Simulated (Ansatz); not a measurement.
Results of G0W0@PBEsol (Ansatz, a first-principles code, hard PAW, contour deformation, complete-basis limit) for Be3N2 (R3m, No. 160, 5 atoms in the cell; start mp-1070456; a measured phase of this formula has another space group).

Run with largest k mesh 10×10×10 (not extrapolated in the mesh).

Cell (relaxed with PBEsol):

```
CELL_PARAMETERS angstrom
      1.41727     0.81826     4.85149
     -1.41727     0.81826     4.85149
      0.00000    -1.63652     4.85149
ATOMIC_POSITIONS crystal
  Be 0.14108 0.14108 0.14108
  Be 0.68235 0.68235 0.68235
  Be 0.91112 0.91112 0.91112
  N  0.79581 0.79581 0.79581
  N  0.29154 0.29154 0.29154
```

Problem. Give the computed band gap.

Solution. 
band gap: 4.59 eV (indirect)

Note: the gap holds a correction of +0.53 eV to the complete basis.

Computing time: very roughly 20 core-hours.

A start named mp-… is a Materials Project structure, which need not be a measured phase.
